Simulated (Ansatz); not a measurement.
**Response to strain and stress in MoS2**

The parent structure is MoS₂ in the 3R-MoS2 type structure (space group R3m, No. 160; layered, stacked along the Cartesian z axis).

```yaml
crystal:
  lattice:
    - [1.58770, 0.91666, 6.19534]
    - [-1.58770, 0.91666, 6.19534]
    - [0.00000, -1.83332, 6.19534]
  atoms:
    - { symbol: Mo, position: [0.00000, 0.00000, 0.00000] }
    - { symbol: S, position: [0.75029, 0.75029, 0.75029] }
    - { symbol: S, position: [0.58300, 0.58300, 0.58300] }
```

Cartesian axes are those of the cell as printed.

Strains are applied to the cell and any free atomic positions relax; under biaxial strain the out-of-plane vector relaxes too; under stress the whole cell relaxes.

The values are results of DFT with r2SCAN+rVV10, PAW potentials and a 500 eV plane-wave cutoff in Ansatz (a quantum-chemistry and plane-wave program), no spin-orbit coupling, earlier PAW set, not measurements.

Candidates:
(a) uniaxial stress, 3 GPa compression along x
(b) biaxial strain −0.54 %, plane normal [001], relaxed out of plane
(c) biaxial strain −2.91 %, plane normal [001], relaxed out of plane
(d) biaxial strain −0.99 %, plane normal [001], relaxed out of plane
(e) biaxial strain +2.28 %, plane normal [001], relaxed out of plane

Notes on the quantities. energy relative to the base: free energy F.

Q: Order them by energy relative to the base, highest first.

A: (c) biaxial strain −2.91 %, plane normal [001], relaxed out of plane (+29 meV/atom), (e) biaxial strain +2.28 %, plane normal [001], relaxed out of plane (+16 meV/atom), (d) biaxial strain −0.99 %, plane normal [001], relaxed out of plane (+3.2 meV/atom), (a) uniaxial stress, 3 GPa compression along x (+2.2 meV/atom), (b) biaxial strain −0.54 %, plane normal [001], relaxed out of plane (+1.0 meV/atom)

Beyond what the load breaks, stability against distortions was not tested.
